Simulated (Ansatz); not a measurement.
An Ansatz (a program for electronic structure) input (PBEsol in Ansatz (plane waves to 420 eV, PAW, without spin-orbit coupling)):

Ansatz 0.2 input:
```yaml
crystal:
  lattice:
    - [5.5056321574, 0, 0]
    - [0, 5.5056321574, 0]
    - [2.7528160787, -2.7528160787, 5.3146914876]
  atoms:
    - { symbol: Zn, position: [0, 0, 0] }
    - { symbol: Zn, position: [0.25, 0.25, 0.5] }
    - { symbol: Ge, position: [0.5, 0.5, 0] }
    - { symbol: Ge, position: [0.75, 0.75, 0.5] }
    - { symbol: P, position: [0.625, 0.3766599522, 0.25] }
    - { symbol: P, position: [0.3766599522, 0.125, 0.75] }
    - { symbol: P, position: [0.125, 0.8733400478, 0.25] }
    - { symbol: P, position: [0.8733400478, 0.625, 0.75] }
basis: { ecutwfc: 420, ecutrho_ratio: 4, xc_grid: 2, fft_grid_basis: typed }
kpoints: { mp_grid: { grid: [9, 9, 9] } }
hamiltonian:
  xc: pbesol
  dispersion: none
  pseudopotentials: { kind: paw }
scf: { occupations: { method: fermi_dirac, width: 0.05 } }
relax: { f_tol: 0.005, max_steps: 50, cell: { stress_tol: 0.01, fix: [a, b, gamma] } }
output: { forces: true, stress: true }
checkpoint: { write: state.ck, write_every: 1000 }
```

**Question.** Which symmetry and how many k-points will the program report, and about how many plane waves at Γ?

**Answer.** Space group I-42d (ITA 122) with 8 operations, k-points 75 of 729, and 3089 plane waves at Γ.

**Question.** And the final pressure?

**Answer.** -1.26 GPa (compression positive).

The cells carry an imposed strain or load. No phonon test of stability was made. The cell was made from ZnGeP2 in the chalcopyrite structure (space group I-42d, No. 122) by this change: biaxial strain +1.50 %, plane normal [001], relaxed out of plane.
